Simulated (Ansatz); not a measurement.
Start from LiNbO₃ (space group R3c, No. 161).

```
CELL_PARAMETERS angstrom
      2.53373     1.46285     4.56243
     -2.53373     1.46285     4.56243
      0.00000    -2.92570     4.56243
ATOMIC_POSITIONS crystal
  Li 0.28114 0.28114 0.28114
  Li 0.78114 0.78114 0.78114
  Nb 0.99752 0.99752 0.99752
  Nb 0.49752 0.49752 0.49752
  O  0.10552 0.36572 0.71719
  O  0.71719 0.10552 0.36572
  O  0.36572 0.71719 0.10552
  O  0.21719 0.86572 0.60552
  O  0.86572 0.60552 0.21719
  O  0.60552 0.21719 0.86572
```

Cartesian axes are those of the cell as printed.

Structures relaxed with Ansatz (a quantum-chemistry and plane-wave program), LDA, PAW, cutoff 420 eV, without spin-orbit coupling.

Base:

Simulated powder pattern, Cu Kα1, λ = 1.54056 Å (kinematic, ideal powder, no thermal factors, no anomalous dispersion; the 10 strongest lines at most, above 2 %, up to 2θ = 90°):

```tsv
2θ (°)	I/Imax (%)	hkl
24.07	100	(012)
33.17	39	(104)
35.40	23	(110)
40.70	7.9	(113)
43.26	13	(202)
49.29	18	(024)
54.05	27	(116)
57.09	15	(122)
62.14	15	(214)
63.55	12	(300)
```

Now apply this change: the cell is compressed by 3.00 % along z with no lateral relaxation, atoms relaxed at fixed cell.

After the change:

Simulated powder pattern, Cu Kα1, λ = 1.54056 Å (kinematic, ideal powder, no thermal factors, no anomalous dispersion; the 10 strongest lines at most, above 2 %, up to 2θ = 90°):

```
2θ (°)  I/Imax (%)    hkl
------  ----------  -----
24.29          100  (012)
33.83           39  (104)
35.40           24  (110)
41.01          8.2  (113)
43.40           14  (202)
49.77           18  (024)
55.05           27  (116)
57.20           16  (122)
62.55           15  (214)
63.55           13  (300)
```

The indices refer to the base's conventional cell; one index is shown for lines that coincide.

The cells carry an imposed strain or load. Stability against distortions was not tested.
